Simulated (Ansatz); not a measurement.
LiNbO3 (R-3, No. 148, 10 atoms in the cell; start mp-1078377; a measured phase of this formula has another space group) was calculated with PBEsol+SOC (Ansatz, a first-principles code, plane waves, PAW).

From the output:

```
Crystal: 10 atoms, lattice volume = 110.450 Å³
Basis set: ecut = 520 eV, 2981 PW (Γ), exchange–correlation on 90×90×90 points (8 copies of the dense FFT grid, shifted against one another)
Bands: 88, of which v1, the nominal top of the filled ones, is band 68 counted from 1 (67 counted from 0)
Symmetry: 6 space group operations + 6 with time reversal
k-points: 40 of 216
Initial density: superposition of atomic densities (chi_scale 0.1, normalization cell, long waves kept (reshape's long-wave potential 0.03 eV rms))
Functional: x = pbesol(κ = 0.804, μ = 0.12345679012345678), c = pbesol(β = 0.046)
spin=Noncollinear: Resta preconditioning applied to the charge; magnetization (m_x, m_y, m_z) channels mix plain (no charge-response kernel on spin).
SCF 1 converged in 10 iterations: F = -12774.650852 eV  dr2 = 9.71e-10
SCF converged after 10 iterations
Free energy (F): -12774.650852 eV
Internal energy: -12774.650852 eV  (E = F + TS)
E sigma→0 (E₀):  -12774.650852 eV
Fermi energy:    8.464457 eV
--- Forces (eV/Å), atoms counted from 1 ---
  atom   1  Li     0.00000000     0.00000000     0.00021763
  atom   2  Li     0.00000000    -0.00000000    -0.00021763
  atom   3  Nb     0.00000000    -0.00000000     0.00061119
  atom   4  Nb    -0.00000000     0.00000000    -0.00061119
  atom   5  O     -0.00020172    -0.00040256    -0.00065515
  atom   6  O      0.00020172     0.00040256     0.00065515
  atom   7  O     -0.00024777     0.00037597    -0.00065515
  atom   8  O      0.00024777    -0.00037597     0.00065515
  atom   9  O      0.00044948     0.00002659    -0.00065515
  atom  10  O     -0.00044948    -0.00002659     0.00065515
--- Stress (GPa, compression-positive) ---
       -0.001121       0.000000      -0.000000
       -0.000000      -0.001121       0.000000
       -0.000000       0.000000       0.004435
  P = ⅓ Tr σ = 0.0007 GPa (0.007 kbar)
```

Task: Write an input file that could have produced this run (the log leaves some choices open).

Result: This is not unique; one that fits is 
Ansatz 0.2 input:
```yaml
crystal:
  lattice:
    - [2.5975012044, 1.4996680196, 4.7256908947]
    - [-2.5975012044, 1.4996680196, 4.7256908947]
    - [0.0, -2.9993360392, 4.7256908947]
  atoms:
    - { symbol: Li, position: [0.3568143001, 0.3568143001, 0.3568143001] }
    - { symbol: Li, position: [0.6431856999, 0.6431856999, 0.6431856999] }
    - { symbol: Nb, position: [0.1444676956, 0.1444676956, 0.1444676956] }
    - { symbol: Nb, position: [0.8555323044, 0.8555323044, 0.8555323044] }
    - { symbol: O, position: [0.2157230151, 0.561075493, 0.9568968683] }
    - { symbol: O, position: [0.7842769849, 0.438924507, 0.0431031317] }
    - { symbol: O, position: [0.561075493, 0.9568968683, 0.2157230151] }
    - { symbol: O, position: [0.438924507, 0.0431031317, 0.7842769849] }
    - { symbol: O, position: [0.9568968683, 0.2157230151, 0.561075493] }
    - { symbol: O, position: [0.0431031317, 0.7842769849, 0.438924507] }
basis:
  ecutwfc: 520
  ecutrho_ratio: 4
  xc_grid: 2
kpoints:
  mp_grid: { grid: [6, 6, 6] }
hamiltonian:
  xc: pbesol
  dispersion: none
  pseudopotentials: { kind: paw }
scf:
  occupations: { method: fermi_dirac, width: 0.01 }
  convergence: { dr2_threshold: 0.000000001 }
output:
  forces: true
  stress: true
  eigenvalues: true
magnetization:
  noncollinear: true
  spin_orbit: true
```

The PAW data were made under PBE.

Computing time: roughly 80 core-seconds.

A start named mp-… is a Materials Project structure, which need not be a measured phase.
